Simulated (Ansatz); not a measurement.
Take SnTe in the rock salt structure (space group Fm-3m, No. 225) as the base.

```yaml
crystal:
  lattice:
    - [0.00000, 3.14456, 3.14456]
    - [3.14456, 0.00000, 3.14456]
    - [3.14456, 3.14456, 0.00000]
  atoms:
    - { symbol: Sn, position: [0.00000, 0.00000, 0.00000] }
    - { symbol: Te, position: [0.50000, 0.50000, 0.50000] }
```

Cartesian axes are those of the cell as printed.

Method: DFT with PBEsol, PAW potentials and a 420 eV plane-wave cutoff in Ansatz (a quantum-chemistry and plane-wave program), no spin-orbit coupling.

Strains are applied to the cell and any free atomic positions relax; under biaxial strain the out-of-plane vector relaxes too.

One change was made to it. Results:

The pressure (mean of the normal stresses, compression positive) drops by 0.18 GPa, from -0.01 GPa to -0.19 GPa; the energy is nearly the same.

### Question
Name the change that was made.
A) biaxial strain +1.67 %, plane normal [111], relaxed out of plane
B) biaxial strain +0.42 %, plane normal [111], relaxed out of plane
C) biaxial strain +2.08 %, plane normal [111], relaxed out of plane
D) biaxial strain −2.08 %, plane normal [111], relaxed out of plane
E) biaxial strain −0.83 %, plane normal [111], relaxed out of plane

### Answer
B, biaxial strain +0.42 %, plane normal [111], relaxed out of plane. For comparison, the pressure in the other runs: biaxial strain −2.08 %, plane normal [111], relaxed out of plane gives 0.9 GPa; biaxial strain +1.67 %, plane normal [111], relaxed out of plane gives -0.7 GPa; biaxial strain +2.08 %, plane normal [111], relaxed out of plane gives -0.9 GPa; biaxial strain −0.83 %, plane normal [111], relaxed out of plane gives 0.4 GPa.

Whether these cells are dynamically stable was not tested. All final runs are without spin polarisation.
